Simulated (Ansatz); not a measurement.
Cell and atoms of amorphous Hf$_{18}$O$_{38}$Ti:

```xyz
57
Lattice="8.8457 -0.0739 0.0487 -0.0739 9.2903 -0.3343 0.0487 -0.3343 8.9867" Properties=species:S:1:pos:R:3 pbc="T T T"
Hf     1.0568     4.5785     2.1015
Hf     2.4322     8.2272     2.9326
Hf     2.7714     4.8213     8.1700
Hf     1.4179     8.3797     6.1901
Hf     5.3217     7.8552     4.7522
Hf     1.3765     2.6530     5.0482
Hf     6.9956     3.5649     3.2323
Hf     8.8044     1.3376     1.7651
Hf     4.8617     2.2025     6.4843
Hf     4.6513     6.1955     1.6824
Hf     4.1266     4.5015     4.3620
Hf     5.8740     5.4609     6.9562
Hf     0.1589     7.1538    -0.1155
Hf     6.9291    -0.0940     7.7119
Hf     8.1673     7.3489     3.1434
Hf     3.9579     8.0695     8.0490
Hf     5.3793     0.2578     2.2195
Hf     8.1537     3.3981     8.2703
O      6.0842     7.4817     2.5471
O      3.4312     8.0994     6.0054
O      0.8011     5.0798    -0.0377
O      7.9797     3.5993     1.3402
O      6.0895     0.6791     6.0299
O      4.2615    -0.1044     3.9138
O      6.8859     1.5151     2.6064
O      7.4991     5.5626     8.2585
O      4.5972     5.9226     8.5591
O      4.1248     1.6598     1.6261
O      5.8099     5.8060     4.9685
O      8.0619     1.3285     8.6291
O      2.9968     5.0402     1.1991
O      3.3075     2.8855     7.9257
O      8.5479     7.9943     7.3594
O      0.5411     3.5778     6.5786
O      1.0742     6.8175     1.8643
O      1.2013     0.8798     5.8931
O      1.0910     7.5773     4.3826
O      3.3989     2.5631     5.1135
O      6.2509     3.4265     7.4720
O      1.5066     2.6780     1.0956
O      1.3690     0.4852     2.8733
O      2.0134     6.7693     7.8049
O      5.8191     3.2148     4.8242
O      7.3435     8.1207     4.7266
O      5.8057     8.8621     0.0630
O      0.0845     2.8039     3.4715
O      2.2705    -0.0163     8.6482
O      8.2451     8.5294     1.2262
O      2.1510     4.3282     3.7952
O      8.1557     5.3302     3.2352
O      4.6171     0.7640     7.9985
O      3.6200     8.0524     1.2241
O      3.7575     6.5156     3.5213
O      5.7098     7.5138     6.8260
O      5.3145     4.4866     2.5336
O      3.9170     4.8576     6.3810
Ti     3.0151     1.8800     0.2275
```

The numbers are results of PBE, scalar-relativistic without spin-orbit coupling (plane waves to 420 eV, PAW; Ansatz, a program for electronic structure), not measurements.

A CHGNet melt-quench gave the starting glass, which DFT then relaxed. O atoms were pushed apart under 1.9 Å during the dynamics, to hinder bonds among them. The hot cell started wider than the set density and was brought back towards it in steps. It is the lowest in DFT energy of 2 quenches. It is a model cell: composition and starting density were chosen by hand, and all elements were melted together. No dispersion term was used. Its density started from a set value of 8.71 and ended at 8.71 g/cm³. The simulated quench (nominally 300 K/ps over its main leg) is rapid and tends to freeze in more defects than a deposited or slowly cooled glass has. Values belong to this one cell and scatter from quench to quench. The volume was held where the preparation left it and the shape relaxed, at a PBE pressure of 2.5 GPa. Stress components on the final sampling reach 2.6 GPa. On a 2×2×2 Γ-centred mesh force components of up to 0.12 eV/Å stay, since the relaxation ran on the zone centre alone.

Bonds are counted up to Hf-Hf 3.34 Å, Hf-O 2.60 Å, Hf-Ti 3.23 Å, O-O 1.58 Å, O-Ti 2.49 Å, Ti-Ti 3.12 Å. Two cations that share two anions don't count as bonded, nor two that share one unless they lie closer than Hf-Hf 3.25 Å, Hf-Ti 3.15 Å, Ti-Ti 3.04 Å.

Q: Give the coordination numbers, mean bond lengths and angles.

A: 
```yaml
Mean coordination of Hf by anions: 6.39 (1 with 5, 12 with 6, 2 with 7, 3 with 8)
Mean coordination of O: 3.16 (5 with 2, 22 with 3, 11 with 4)
Mean coordination of Ti by anions: 5.00 (1 with 5)
Mean Hf-O bond: 2.140 Å (spread 0.117 Å, 115 counted)
Mean O-Ti bond: 1.910 Å (spread 0.112 Å, 5 counted)
Bond angle at Hf: mean 102.1°, spread 29.6°
Bond angle at O: mean 113.3°, spread 18.7°
Bond angle at Ti: mean 106.5°, spread 26.2°
```

Q: List the pairs of like atoms that count as bonded by the rules above.

A: There are none by these rules.
